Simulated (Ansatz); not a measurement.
# CdSe: response to strain

The parent structure is CdSe in the zinc blende structure (space group F-43m, No. 216).

```cif
data_CdSe
_chemical_formula_sum 'Se1 Cd1'
_space_group_name_H-M_alt 'P 1'
_space_group_IT_number 1
_cell_length_a 4.30049
_cell_length_b 4.30049
_cell_length_c 4.30049
_cell_angle_alpha 60.000
_cell_angle_beta 60.000
_cell_angle_gamma 60.000
loop_
_space_group_symop_operation_xyz
  'x, y, z'
loop_
_atom_site_label
_atom_site_type_symbol
_atom_site_fract_x
_atom_site_fract_y
_atom_site_fract_z
_atom_site_occupancy
Se1 Se 0.75000 0.75000 0.75000 1
Cd1 Cd 0.00000 0.00000 0.00000 1
```

Strains are applied to the cell and any free atomic positions relax.

Calculations: PBEsol/PAW in Ansatz (a program for electronic structure), no SOC.

Notes on the quantities. energy relative to the base: free energy F.

```tsv
isotropic strain (%)	energy relative to the base (meV/atom)
-1.98	17.3
-0.3	0.4
0	0.0
1.21	?
4.09	59.4
4.66	75.6
```

Q: Fit ΔE = Aε² + Bε³ (ε in %) to the rows shown and predict the withheld row.

A: Least squares on the printed values gives A = 4.13 and B = -0.14 meV/atom (largest residual 0.1 meV/atom); this predicts 5.8 meV/atom, and the run gives 5.8 meV/atom, in agreement.

Stability against distortions was not tested.
